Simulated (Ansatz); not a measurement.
Start from HfN in the rock salt structure (space group Fm-3m, No. 225; a = 4.502 Å; relaxed with 0.1 eV smearing). Axes: x, y, z lie along the cube axes.

The change: compressive biaxial strain of 3.87 % in the plane normal to [001], as in epitaxy on a mismatched substrate; the out-of-plane cell vector and the atoms relax.

Levels (all Ansatz, a first-principles code, PAW): PBEsol (420 eV, without spin-orbit coupling); r2SCAN (500 eV, without spin-orbit coupling).

The geometry is relaxed with PBEsol.

- PBEsol pressure: 23.3 GPa

### Question
What does r2SCAN give at this geometry for the pressure?

### Answer
The pressure increases by 5.83 GPa (23.3 GPa → 29.2 GPa).

Single points use the geometry relaxed with PBEsol. Their cutoffs differ, which shifts pressures a little. No phonon test of stability was made. All final runs are without spin polarisation. An odd electron count without spin: HfN.
